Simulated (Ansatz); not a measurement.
The starting structures come from a database of crystals and need not be the phases stable at ambient conditions.

The decay constant κ of evanescent states in the gap governs leakage through a thin film.

Input:

```
K3ScV2O8
1.0
    9.49145     0.00000     0.00000
    4.11273     8.55413     0.00000
    1.79291    -4.84074     2.71796
K Sc V O
3 1 2 8
Cartesian
  7.58075  -3.19080   1.83859
  7.81634   6.90419   0.87937
  0.00000   0.00000   0.00000
  2.95282   1.85669   1.35898
  9.15246   3.76557   0.66913
  6.24463  -0.05219   2.04882
  7.82664   2.93192   0.05895
  7.57045   0.78147   2.65900
 10.52959   2.67655   0.89750
  4.86750   1.03684   1.82046
 11.44155   0.21431   2.27999
  3.95554   3.49908   0.43797
  8.76770   4.50112   2.23296
  6.62939  -0.78774   0.48499
```

Space group of this cell: P-3m1. The cell is taken as given; by r2SCAN its mean pressure is -5.8 GPa.

Transport runs along the normal of the first two printed cell vectors, the (111) plane of the conventional cell.

The gap is the functional's own, uncorrected, and κ follows it; spin-orbit coupling is left out. Mid-gap values are interpolated between the computed energies.

Task: Predict the band gap and the smallest decay constant κ at mid-gap from r2SCAN (Ansatz, a first-principles code).

Result: Gap 3.27 eV on a 12×12×12 mesh; κ = 0.421 1/Å, at the zone centre.
